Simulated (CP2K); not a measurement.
Input and output of a self-consistent single point for Na3BrO (P4mm, 5 atoms in the cell) (CP2K).

Computed with CP2K with PBEsol, GPW, DZVP-MOLOPT-SR-GTH basis, GTH-PBE potentials (GTH_POTENTIALS).

```yaml
crystal:
  lattice:
    - [4.51046, 0.00000, 0.00000]
    - [0.00000, 4.51046, 0.00000]
    - [0.00000, 0.00000, 4.51046]
  atoms:
    - { symbol: Na, position: [0.01108, 0.50000, 0.50000] }
    - { symbol: Na, position: [0.50000, 0.00000, 0.50000] }
    - { symbol: Na, position: [0.50000, 0.50000, 0.00000] }
    - { symbol: Br, position: [0.00000, 0.00000, 0.00000] }
    - { symbol: O, position: [0.50000, 0.50000, 0.50000] }
```

Reference input (self-consistent single point, DFT PBEsol, GPW, DZVP-MOLOPT-SR-GTH basis, GTH-PBE potentials (GTH_POTENTIALS)): CUTOFF = 950 Ry; REL_CUTOFF = 50 Ry; SMEAR/METHOD = FERMI_DIRAC; ELECTRONIC_TEMPERATURE = 232.09 K; KPOINTS/SCHEME = MONKHORST-PACK 3 3 3; XC_FUNCTIONAL = PBE:PBESOL; Na/BASIS_SET = DZVP-MOLOPT-SR-GTH-q9; Na/POTENTIAL = GTH-PBE-q9; Br/BASIS_SET = DZVP-MOLOPT-SR-GTH-q7; Br/POTENTIAL = GTH-PBE-q7; O/BASIS_SET = DZVP-MOLOPT-SR-GTH-q6; O/POTENTIAL = GTH-PBE-q6. This run's input differs from it in these lines:

```diff
@@ -40,3 +40,3 @@
     &KPOINTS
-      SCHEME MONKHORST-PACK 3 3 3
+      SCHEME MACDONALD 5 5 5 0.1 0.1 0.1
     &END KPOINTS
```

Output (repeated stretches shortened):

```
 SCF WAVEFUNCTION OPTIMIZATION

  Step     Update method      Time    Convergence         Total energy    Change
     1 NoMix/Diag. 0.30E+00      -     0.92971355      -172.8019613218 -1.73E+02
     2 Broy./Diag. 0.30E+00      -     0.18023031      -169.5012811902  3.30E+00
     3 Broy./Diag. 0.30E+00      -     0.27137778      -171.4325224733 -1.93E+00
     4 Broy./Diag. 0.30E+00      -     0.10776841      -172.4841428307 -1.05E+00
     5 Broy./Diag. 0.30E+00      -     0.12265791      -172.1837343597  3.00E-01
     6 Broy./Diag. 0.30E+00      -     0.05433315      -172.5858242716 -4.02E-01
   [... 11 lines left out ...]
    18 Broy./Diag. 0.30E+00      -     0.00000179      -172.6256128975 -2.37E-05
    19 Broy./Diag. 0.30E+00      -     0.00000137      -172.6256199635 -7.07E-06
    20 Broy./Diag. 0.30E+00      -     0.00000135      -172.6256116802  8.28E-06
    21 Broy./Diag. 0.30E+00      -     0.00000025      -172.6256065963  5.08E-06
  *** SCF run converged in    21 steps ***

  Overlap energy of the core charge distribution:               0.00000000000000
  Self energy of the core charge distribution:               -449.99946556757442
  Core Hamiltonian energy:                                    121.03687883559576
  Hartree energy:                                             183.72313659504283
  Exchange-correlation energy:                                -27.38615645933510
  Electronic entropic energy:                                  -0.00000000000000
  Fermi energy:                                                 0.13334861632278

  Total energy:                                              -172.62560659627093
  Total energy (extrapolated to T->0):                       -172.62560659627093

   [... lines left out ...]

 STRESS| Analytical stress tensor [bar]
 STRESS|                        x                   y                   z
 STRESS|      x        1.48120658802E+04   1.31390246532E-03   1.31391036217E-03
 STRESS|      y        1.31390246532E-03   1.36588162765E+04   3.72756007057E-03
 STRESS|      z        1.31391036217E-03   3.72756007057E-03   1.36588162759E+04
 STRESS| 1/3 Trace                                             1.40432328108E+04
```

The run converged in 21 iterations. Against the reference run the free energy falls by 1.2 meV/atom, the pressure moves little (1.44 to 1.40 GPa), the largest force stays at 0.335 eV/Å and the gap on the mesh goes from 1.989 to 2.666 eV.

The starting cell comes from a database of computed structures (which also holds hypothetical and non-ambient phases and stackings), without a prior relaxation at this level. Its lattice was rescaled by up to half a per cent. One atom was moved a little off its site on purpose. Values carry the incompleteness of an atom-centred basis. The potentials were made for another functional than the one used. Another mesh or the band path of this cell gives a smaller gap, so this value is not converged in the mesh.

Cost on one core of a shared machine: roughly 40 s.
